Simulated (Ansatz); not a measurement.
For HfS₂ (model structure, from the fluorite type, Fm-3m, No. 225), PBEsol (plane waves, PAW; Ansatz, a quantum-chemistry and plane-wave program) gives:

- equilibrium lattice constant a = 6.157 Å
- formation enthalpy = -1.278 eV/atom

Question: What does PBE-D3(BJ) (Ansatz, PAW) give for the same quantities?

Answer: 
- lattice constant a: 6.175 Å (increases by 0.3 %)
- formation enthalpy: -1.307 eV/atom (moves by -0.029 eV/atom)

Changes are worked out from the printed values.

Unless a cell is named, each level is at its own relaxed cell (PBEsol 19.45, PBE-D3(BJ) 19.62 Å³/atom).

Levels without +SOC leave out spin–orbit coupling, which shifts energies and cells of such heavy elements.

Ansatz's density-functional and Hartree–Fock values are scalar-relativistic unless marked +SOC, with PAW data made under PBE.

A model structure was made by putting elements into a prototype or built by hand; it is no filed structure, need not be a known phase, and can be a saddle point held by its symmetry.
